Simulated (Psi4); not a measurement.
Psi4 1.11, PBE0/def2-svp: W(Cl)4(SiH3)2 ([SiH3][W]([SiH3])([Cl])([Cl])([Cl])[Cl]), 13 atoms. The geometry is a generated start, not checked to be a minimum at this level.

```
Item                                                 Result
--------------------------  -------------------------------
task                                                 energy
method                                                 pbe0
basis                                              def2-svp
memory                                                 3 GB
maxiter                                                 100
keys of the molecule block                      symmetry c1
scf_type                                       df (default)
e_convergence                               1e-06 (default)
d_convergence                               1e-06 (default)
dft_radial_points                              75 (default)
dft_spherical_points                          302 (default)
effective core potentials   those of the basis set, past Kr
basis functions                                         170
grid points                                          276145
```

```xyz
13

W      0.1233     1.1447    -0.1134
Cl    -1.3351     2.1227    -1.7176
Cl     1.7823     2.0979     1.2992
Cl     1.6452     1.1526    -1.6958
Cl    -1.3279     1.7763     1.4069
Si    -1.3386    -0.6483    -1.1081
H     -2.7991    -0.4333    -1.2257
H     -1.2998    -1.9610    -0.4170
H     -1.0014    -1.0158    -2.5076
Si     1.1993    -0.6891     1.2388
H      2.6692    -0.7405     1.4067
H      0.9219    -2.0713     0.7752
H      0.7606    -0.7348     2.6584
```

Charge 0 and multiplicity 1 are set for this test and not shown to be the ground state.

With the defaults (diis = true, scf_initial_accelerator = adiis, damping_percentage = 0, guess = auto, which took SAD, soscf = false, diis_max_vecs = 10, diis_start = 1, level_shift = 0, level_shift_cutoff = 0.01) it converges in 11 SCF iterations. One run each on 2 threads, with these changes:
- diis_start = 4
- guess = gwh
- soscf = true
- guess = core
- diis = false, scf_initial_accelerator = none, damping_percentage = 60
- diis_max_vecs = 6
- guess = sadno
- guess = sap
- level_shift = 0.1, level_shift_cutoff = 0.001

Problem. Name the settings that don't reach the solution of the defaults.

Solution. No convergence: diis = false, scf_initial_accelerator = none, damping_percentage = 60 (the run ends without SCF convergence in 100 iterations). The rest reach the solution of the defaults.

```tsv
setting	SCF iterations	JK calls	end
soscf = true	8	29	same solution
the defaults	11	12	same solution
level_shift = 0.1, level_shift_cutoff = 0.001	12	13	same solution
diis_max_vecs = 6	13	14	same solution
guess = gwh	13	13	same solution
guess = sadno	14	14	same solution
guess = sap	16	16	same solution
guess = core	17	17	same solution
diis_start = 4	21	22	same solution
diis = false, scf_initial_accelerator = none, damping_percentage = 60	100	101	no convergence
```

An SOSCF iteration holds several JK calls; a Hückel guess adds calls on atoms. 1 further run of the study ended by our limits or in an error and is left out.
